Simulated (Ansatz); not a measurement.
## monolayer As: band-edge transport data

Given:

```yaml
crystal:
  lattice:
    - [4.81766, 0.00000, 0.00000]
    - [0.00000, 3.71508, 0.00000]
    - [0.00000, 0.00000, 18.28068]
  atoms:
    - { symbol: As, position: [0.57416, 0.00000, 0.56528] }
    - { symbol: As, position: [0.92584, 0.50000, 0.56528] }
    - { symbol: As, position: [0.42584, 0.00000, 0.43472] }
    - { symbol: As, position: [0.07416, 0.50000, 0.43472] }
```

The numbers are results of PBE, rigid bands (plane waves, PAW, scalar-relativistic; Ansatz, a quantum-chemistry and plane-wave program), not measurements. Condition of this run: biaxial strain +1 %. Cell: cell and atoms relaxed with PBE, then loaded as said.

```
Property                                             Result
----------------------------------------------  -----------
band gap                                            0.93 eV
electron conductivity mass (300 K, dilute)         0.157 mₑ
effective density of states N_c (300 K)         3.9e12 cm⁻²
Seebeck coefficient, n-type 1.8e12 cm⁻², 300 K    -259 μV/K
```

Rigid bands; masses and Seebeck coefficients take one relaxation time τ for all states and one kind of carrier; polarons and phonon drag are left out. Spin-orbit coupling is left out.
